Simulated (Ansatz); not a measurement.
BaTiO3: element substitutions

The reference is BaTiO₃ in the cubic perovskite structure (space group Pm-3m, No. 221; a = 3.994 Å).

Each row replaces one element on all its sites; cell and atoms are relaxed.

Levels (all Ansatz, a first-principles code, PAW, earlier PAW set): r2SCAN (500 eV, no spin-orbit coupling); HSE06 (420 eV, spin-orbit coupling left out).

Band gaps by level, all at the geometries relaxed with r2SCAN:

```
case      r2SCAN    HSE06
-------  -------  -------
base     2.18 eV  3.22 eV
Ti → Zr  3.74 eV  4.70 eV
Ti → Hf  4.20 eV  5.18 eV
```

Single points use the geometry relaxed with r2SCAN. HSE06 was sampled on its mesh, a few special points and the semilocal edge points, so its gap is an upper bound. Spin-orbit coupling, missing from the scalar runs, can matter with Hf. Whether these cells are dynamically stable was not tested. The final runs are not spin-polarised. Many cubic perovskites are stable only at high temperature; tilts and polar distortions were not tested. This is not the structure that BaTiO3 has at room temperature and ambient pressure.
